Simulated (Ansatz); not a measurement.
**Mg on the Al site + 1 H in metastable zinc-blende AlN**

Level of theory: PBE, PAW (plane waves to 420 eV; Ansatz, an electronic-structure program). The supercell holds 64 host sites (2×2×2 repeats of the unit cell), with a 2×2×2 shifted k-point sampling for the final energies. Sites at the start: the Al site; H antibonding at the neighbour. Finite-size correction: monopole term and site-potential alignment. Dielectric constants: PBE linear response of the host. Host gap at this level: 3.31 eV. Finite-size and sampling errors can reach tenths of an eV here. Levels are measured in PBE's own, too narrow, gap. Spin–orbit coupling is left out. Each state is the lowest found from its start.

Formation energies E_f are given with the Fermi level at the valence-band maximum. Chemical conditions: Al-rich (Δμ(Al) = 0.00 eV, Δμ(Mg) = -0.035 eV, Δμ(H) = -0.003 eV, bounded by Mg17Al12 (I-43m), AlH3 (R-3c); only phases computed here count, gases as isolated molecules at 0 K). Reference phases: Al: fcc Al, H: H2 molecule in a box, Mg: hcp Mg.

```
charge         moment (μB)  largest move off a lattice site (Å)  image correction with alignment (eV)  E_f, Al-rich (eV)
------  ------------------  -----------------------------------  ------------------------------------  -----------------
+1†                    1.0                                 0.26                                  0.25                  –
0†      not spin-polarised                                 0.27                                  0.03               2.34
```

† Not settled in this cell, so no level is given: charge +1: a level filled in part, level within 0.1 eV of a band edge or past it; charge 0: a dipole correction that the other charges lack.

No other site or start that was run ended lower by more than 0.1 eV.

Flagged in the runs: a doubtful potential alignment.
